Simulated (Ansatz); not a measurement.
Base system: ZnS in the zinc blende structure (space group F-43m, No. 216; a = 5.3569 Å).

Modification: full substitution Zn → Cd, then cell and atoms are relaxed.

Levels (all Ansatz, a first-principles code, PAW, earlier PAW set): PBEsol (420 eV, no spin-orbit coupling); HSE06+SOC (420 eV, noncollinear with spin-orbit coupling).

The geometry is relaxed with PBEsol.

PBEsol lowest conduction level above the VBM at special points: Γ 1.01 eV; L 2.89 eV; X 3.39 eV
PBEsol valence-band top at Γ: 0.00, 0.00, 0.00 eV

### Question
Predict the lowest conduction level above the VBM at special points and valence-band top at Γ from HSE06+SOC.

### Answer
The lowest conduction level above the VBM at special points becomes Γ 2.15 eV; L 4.09 eV; X 4.42 eV (PBEsol: Γ 1.01 eV; L 2.89 eV; X 3.39 eV); the valence-band top at Γ (three highest Kramers pairs, from the VBM) changes from 0.00, 0.00, 0.00 eV to 0.00, 0.00, -0.06 eV. The threefold valence maximum splits by Δso ≈ 0.06 eV.

Single points use the geometry relaxed with PBEsol. The spin-orbit shifts are approximate. The levels and masses belong to the bands next to the band gap. Whether these cells are dynamically stable was not tested.
